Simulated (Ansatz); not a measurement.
# BaTiO3: response to strain

Take BaTiO₃ in the cubic perovskite structure (space group Pm-3m, No. 221; a = 3.9346 Å) as the base. Axes: x, y, z lie along the cube axes.

Strains are applied to the cell and any free atomic positions relax; under biaxial strain the out-of-plane vector relaxes too.

Level of theory: LDA/PAW in Ansatz (a first-principles code), spin-orbit coupling left out.

Notes on the quantities. pressure: mean of the normal stresses, compression positive.

```csv
change,band gap,ratio −ε⊥/ε∥,pressure
base,1.83 eV,–,-0.1 kbar
"biaxial strain −2.50 %, plane normal [111], relaxed out of plane",[?],0.62,76.0 kbar
"biaxial strain −2.00 %, plane normal [111], relaxed out of plane",1.76 eV,0.61,59.7 kbar
"biaxial strain −1.50 %, plane normal [111], relaxed out of plane",1.79 eV,0.60,[?]
"biaxial strain −1.00 %, plane normal [111], relaxed out of plane",1.82 eV,[?],[?]
"biaxial strain −0.50 %, plane normal [111], relaxed out of plane",1.83 eV,–,14.2 kbar
```

**Question.** Complete the table.

**Answer.** 
- biaxial strain −2.50 %, plane normal [111], relaxed out of plane, band gap: 1.72 eV
- biaxial strain −1.50 %, plane normal [111], relaxed out of plane, pressure: 44.0 kbar
- biaxial strain −1.00 %, plane normal [111], relaxed out of plane, ratio −ε⊥/ε∥: 0.59
- biaxial strain −1.00 %, plane normal [111], relaxed out of plane, pressure: 28.8 kbar

Stability against distortions was not tested. The final runs are not spin-polarised. Many cubic perovskites are stable only at high temperature; tilts and polar distortions were not tested. This is not the structure that BaTiO3 has at room temperature and ambient pressure.
